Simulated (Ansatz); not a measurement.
System: FeNi (R-3m, No. 166, 2 atoms in the cell; start mp-1224976; a measured phase of this formula has another space group). Method: LDA (Ansatz, a quantum-chemistry and plane-wave program, PAW).

Run with plane-wave cutoff 520 eV, 26×26×26 k mesh, Fermi–Dirac smearing 0.05 eV, spin-polarised start, scalar-relativistic PAW data made under PBE.

Cell (relaxed at this level):

FeNi is modelled in the trigonal space group R-3m, hexagonal axes (No. 166), Pearson symbol hR2. Conventional cell: a = b = 2.4270 Å, c = 12.0675 Å, α = β = 90.00°, γ = 120.00°. Fe on 3a is coordinated by 6 Fe at 2.427 Å and 6 Ni at 2.451 Å (cuboctahedral). Ni on 3b has 6 Ni at 2.427 Å and 6 Fe at 2.451 Å (cuboctahedral). (Neighbours: up to the widest gap in distance over summed covalent radii, below 1.35, at either atom.)
(The calculation used a cell of 2 atoms; values per cell refer to that cell.)

Question: Predict the bulk modulus.

Answer: 
bulk modulus: 216 GPa

The run finds no gap.

Note: the magnetic order was assumed, not searched for or taken from measurement; the bulk modulus is −V dP/dV from two relaxed cells at ±2 % in volume; the relaxation could not lower the start's symmetry, so the cell can be a saddle point above a distorted one.

A start named mp-… is a Materials Project structure, which need not be a measured phase.
